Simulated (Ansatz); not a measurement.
# A computed series for hypothetical zinc blende BiP: element substitutions

Consider BiP in the zinc blende structure (space group F-43m, No. 216; a = 6.501 Å; a hypothetical phase, not in the database extracts checked).

Each row replaces one element on all its sites; cell and atoms are relaxed.

Computed with PBE/PAW in Ansatz (a quantum-chemistry and plane-wave program), spin-orbit coupling left out.

```
case       density  shortest interatomic distance
------  ----------  -----------------------------
base    5.80 g/cm³                        2.815 Å
P → As  6.26 g/cm³                        2.903 Å
P → N   8.65 g/cm³                        2.404 Å
P → Sb  6.03 g/cm³                        3.093 Å
P → Pd  8.69 g/cm³                        2.695 Å
```

Whether these cells are dynamically stable was not tested. As relaxed here, BiAs, BiN, BiSb and BiPd are hypothetical phases, not in the database extracts checked. The final runs are not spin-polarised. An odd electron count without spin: BiPd. BiPd has a high density of states at the Fermi level and may be magnetic at this level.
